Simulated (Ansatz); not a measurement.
The starting structures come from a database of crystals and need not be the phases stable at ambient conditions.

 Where the default PAW files enter, the runs use the earlier of Ansatz's two default sets.

Input:

```xyz
9
Lattice="4.2088 0.0000 0.0000 -2.1044 3.6449 0.0000 0.0000 0.0000 20.7515" Properties=species:S:1:pos:R:3 pbc="T T T"
Ge     0.0000     0.0000     0.0000
Ge     0.0000     2.4300     6.9136
Ge     2.1044     1.2150    13.8379
I      0.0000     0.0000     5.1548
I      0.0000     0.0000    15.5967
I      0.0000     2.4300     1.7585
I      2.1044     1.2150    18.9929
I      0.0000     2.4300    12.0789
I      2.1044     1.2150     8.6725
```

Space group of this cell: P-3m1. The cell was relaxed by PBE-D3(BJ); by PBEsol its mean pressure is -0.6 GPa.

Transport runs along the normal of the first two printed cell vectors, the (001) plane of the conventional cell.

The gap is the functional's own, uncorrected, and κ follows it; spin-orbit coupling is left out. Mid-gap values are interpolated between the computed energies.

Task: State the band gap and the smallest decay constant κ at mid-gap according to PBEsol (Ansatz, a quantum-chemistry and plane-wave program).

Result: Gap 1.84 eV on a 12×12×2 mesh; κ = 0.251 1/Å, at (0.333, 0.000) of the in-plane reciprocal vectors. At the zone centre, at the nearest computed energy, the slowest state has κ = 0.29 1/Å.
